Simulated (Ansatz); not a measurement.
Input for (Na,Li)NbO3 alloy cell Li3NaNb4O12 (perovskite start):

Ansatz 0.2 input:
```yaml
crystal:
  lattice:
    - [3.934563738, 3.978280148, 0.198101327]
    - [-3.773322273, 3.815011123, -0.008747434]
    - [0.203491906, 0.188092489, 7.758295097]
  atoms:
    - { symbol: Li, position: [-0.07741848, -0.006383169, -0.041400594] }
    - { symbol: Li, position: [-0.084567057, -0.010634402, 0.45861384] }
    - { symbol: Li, position: [0.418776445, 0.50273537, -0.042317314] }
    - { symbol: Na, position: [0.460191727, 0.497938395, 0.474517708] }
    - { symbol: Nb, position: [0.490277961, -0.004229823, 0.240650828] }
    - { symbol: Nb, position: [0.483224814, -0.004112822, 0.747033876] }
    - { symbol: Nb, position: [-0.003047367, 0.496522757, 0.237028272] }
    - { symbol: Nb, position: [-0.019725352, 0.496350709, 0.742874259] }
    - { symbol: O, position: [0.538841118, -0.113841679, 0.006189262] }
    - { symbol: O, position: [0.535441043, 0.084780134, 0.509279326] }
    - { symbol: O, position: [0.034917278, 0.611168013, 0.005713019] }
    - { symbol: O, position: [0.021776175, 0.389108662, 0.508909453] }
    - { symbol: O, position: [0.222805895, 0.802753149, 0.31606373] }
    - { symbol: O, position: [0.322641962, 0.69033023, 0.72301009] }
    - { symbol: O, position: [0.830633137, 0.195916057, 0.205772202] }
    - { symbol: O, position: [0.708683899, 0.305061637, 0.820922384] }
    - { symbol: O, position: [0.334975666, 0.312433756, 0.206374382] }
    - { symbol: O, position: [0.213461967, 0.201691156, 0.820652058] }
    - { symbol: O, position: [0.737919999, 0.717889746, 0.310841926] }
    - { symbol: O, position: [0.829628684, 0.812892385, 0.710871088] }
basis:
  ecutwfc: 420
  ecutrho_ratio: 4
  xc_grid: 2
kpoints:
  mp_grid: { grid: [4, 4, 3] }
hamiltonian:
  xc: pbe
  dispersion: none
  pseudopotentials: { kind: paw }
scf:
  n_extra_bands: 14
  occupations: { method: fermi_dirac, width: 0.01 }
output:
  forces: true
  stress: true
  eigenstates:
    kpoints:
      - [0.0, 0.0, 0.0]
    e_range: [-4.0, 6.0]
    localisation: true
relax:
  f_tol: 0.03
  max_steps: 90
  cell: { stress_tol: 0.15 }
```

Level of theory: PBE (plane waves to 420 eV, PAW; Ansatz, a first-principles code). Scalar-relativistic, without spin–orbit coupling; the runs are not spin-polarised. Its k-point mesh 4×4×3, Fermi–Dirac width 0.01 eV.

Task: What does the end of the output print (band table and long remarks left out, numbers rounded to eight decimals)?

Result: 
```
SCF converged after 5 iterations
Free energy (F): -27140.073933 eV
Harris-Foulkes:  -27140.073933 eV  (|F-HF|=7.82e-10)
Internal energy: -27140.073933 eV  (E = F + TS)
E sigma→0 (E₀):  -27140.073933 eV
Fermi energy:    8.507550 eV
--- Per-component energies (eV) ---
  E_band       = -1206.473755
  E_kinetic    = 3863.957628
  E_local      = -9845.363182  (includes V_loc(G=0)·N_el)
  E_nonlocal   = 1048.756280
  E_hartree    = 3365.210705
  E_xc         = -1662.136541
  E_vxc        = -2076.782520  (∫ρ·V_xc dr)
  E_paw        = -14509.279104  (= ΣΔE_a)
  E_vpaw       = -927.493588  (= ΣTr[D̂ρ^β])
  E_aug_tail   = 0.029466  (compensation charges beyond the density's cutoff)
  E_ewald      = -9401.249186
  E_smearing   = 0.000000  (= −TS)
  E_closure    = 0.000000  (closes the sum)
  Σ components = -27140.073933   (vs F -27140.073933, Δ=0.00e0)
--- Forces (eV/Å), atoms counted from 1 ---
  atom   1  Li     0.00055626     0.00211165     0.00425242
  atom   2  Li     0.00180161    -0.00043394     0.00410935
  atom   3  Li    -0.00094308     0.00319980     0.00133968
  atom   4  Na    -0.00191559     0.00437206     0.00104174
  atom   5  Nb     0.00647789     0.00447859    -0.00055558
  atom   6  Nb    -0.00695359     0.00428421     0.00421898
  atom   7  Nb    -0.00146088     0.01476493     0.00195130
  atom   8  Nb    -0.00287240     0.01623776    -0.01297298
  atom   9  O     -0.00269730    -0.00003881     0.00294604
  atom  10  O     -0.00036301    -0.00296698    -0.00113469
  atom  11  O      0.00156671    -0.00252845    -0.00143456
  atom  12  O     -0.00347497    -0.00320569     0.00314250
  atom  13  O      0.00269304     0.00343126    -0.00191612
  atom  14  O      0.00027446     0.00139509     0.00151944
  atom  15  O      0.00082044    -0.01780460    -0.00459904
  atom  16  O     -0.00267088    -0.01471889     0.00160608
  atom  17  O      0.00540681    -0.00210196    -0.00081022
  atom  18  O      0.01494437     0.00100313    -0.00164966
  atom  19  O     -0.01130105    -0.00412128     0.00041554
  atom  20  O      0.00010514    -0.00736421    -0.00147097
  max |Σ_I F_I| component: 6.34e-6 eV/Å
--- Stress (GPa, compression-positive) ---
        0.026020      -0.007596       0.017615
       -0.007596       0.023996       0.000013
        0.017615       0.000013       0.012500
  P = ⅓ Tr σ = 0.0208 GPa (0.208 kbar)
--- Relaxed structure (9 steps of the walk, 9 accepted, 2 SCFs on fresh bases) ---
  F+E_penalty+E_count = -27140.07393334 eV   max|allowed force component| = 1.780e-2 eV/Å   (the final SCF, on the basis selected at the relaxed cell)
  cell:  # Å, volume = 227.2919 Å³
    - [3.93390274, 3.94750327, 0.20033087]
    - [-3.73733240, 3.74994402, 0.00291957]
    - [0.19477156, 0.20180285, 7.71357613]
  atoms:
    - { symbol: Li, position: [-0.07692278, -0.00732180, -0.04176039] }
    - { symbol: Li, position: [-0.08092804, -0.00370775, 0.45784133] }
    - { symbol: Li, position: [0.42223662, 0.49987630, -0.04206615] }
    - { symbol: Na, position: [0.45767101, 0.50062462, 0.47450273] }
    - { symbol: Nb, position: [0.49081494, -0.00103759, 0.23881376] }
    - { symbol: Nb, position: [0.48324658, -0.00359857, 0.74693414] }
    - { symbol: Nb, position: [-0.00360871, 0.50093058, 0.23692623] }
    - { symbol: Nb, position: [-0.01892553, 0.49603564, 0.74212466] }
    - { symbol: O, position: [0.53766079, -0.11654173, 0.00789571] }
    - { symbol: O, position: [0.53201818, 0.08514856, 0.51065641] }
    - { symbol: O, position: [0.03023455, 0.61343266, 0.00659777] }
    - { symbol: O, position: [0.02087659, 0.38636040, 0.51034723] }
    - { symbol: O, position: [0.22417625, 0.80412753, 0.31671691] }
    - { symbol: O, position: [0.32221680, 0.68861720, 0.72409615] }
    - { symbol: O, position: [0.83046309, 0.19705036, 0.20770774] }
    - { symbol: O, position: [0.71018788, 0.30252513, 0.82155638] }
    - { symbol: O, position: [0.33580681, 0.31252591, 0.20303693] }
    - { symbol: O, position: [0.21353017, 0.19726129, 0.82050031] }
    - { symbol: O, position: [0.73926103, 0.71645933, 0.31088401] }
    - { symbol: O, position: [0.82942327, 0.80960218, 0.70828792] }
```

Cost: around 6 core-minutes (rough).
